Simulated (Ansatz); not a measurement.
Functionals compared on the (221) surface of fcc Al in its 1x1 cell, outermost plane spacing 0.67 Å in the ideal cut, in Ansatz (plane waves, PAW). The structure was relaxed with PBE; the other rows are single points on it, each with its references at the same level. Cutoff 420 eV (500 eV for r2SCAN).

Model: 16-atom slab, 10.1 Å thick at the start (thin: gaps and levels are the slab's own), 13x5x1 mesh, Fermi-Dirac 0.1 eV, dipole correction, all atoms relaxed; start symmetry kept, larger cells not searched; no spin, no spin-orbit, no U. These notes are the PBE run's.

```tsv
functional	surface energy (J/m²)	work function of the top face (eV)	rough cost of the single point
PBE	0.94	4.09	–
LDA	[?]	[?]	around 60 core-seconds (rough)
PBEsol	1.10	4.14	around 70 core-seconds (rough)
RPBE	0.85	4.02	very roughly 70 core-seconds
r2SCAN	1.06	4.14	very roughly 2.2 core-minutes
```

Some entries are withheld; supply them.


- LDA, surface energy (J/m²): 1.11
- LDA, work function of the top face (eV): 4.26

Ansatz is a program for electronic structure.
